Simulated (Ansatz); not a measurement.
Effect of pressure 0.7 GPa on KCl

Start from KCl in the rock salt structure (space group Fm-3m, No. 225; a = 6.381 Å).

The change: cell and atoms relaxed at a pressure of 0.7 GPa.

Computed with Kohn–Sham DFT with the PBE functional, run in Ansatz (a quantum-chemistry and plane-wave program) with PAW and 420 eV plane waves, scalar-relativistic without spin-orbit coupling. Settings: 9×9×9 k-points, 0.05 eV Fermi–Dirac smearing.

* **Density**: 1.98 g/cm³ (base 1.91 g/cm³)
* **Shortest interatomic distance**: 3.149 Å (base 3.191 Å)
* **Band gap**: 5.18 eV (base 5.05 eV)
* **Gap character**: direct at Γ (base direct at Γ)
* **Mean gap deformation potential ΔEg/Δln V**: -3.4 eV
* **Width of the top valence band**: 0.47 eV (base 0.45 eV)
* **Electron mass**: 0.45 mₑ (at Γ) (base 0.45 mₑ (at Γ))
* **Valley order (the lowest conduction-band minima on the path, energy above the VBM, named in the base's zone)**: Γ 5.18 eV; X along ⟨100⟩ 6.53 eV (base Γ 5.05 eV; X along ⟨100⟩ 6.56 eV)

Load acts through the strain it causes; cell and atoms are relaxed under it. Effective masses come from finite differences of ±0.01 Å⁻¹. Stability against distortions was not tested.
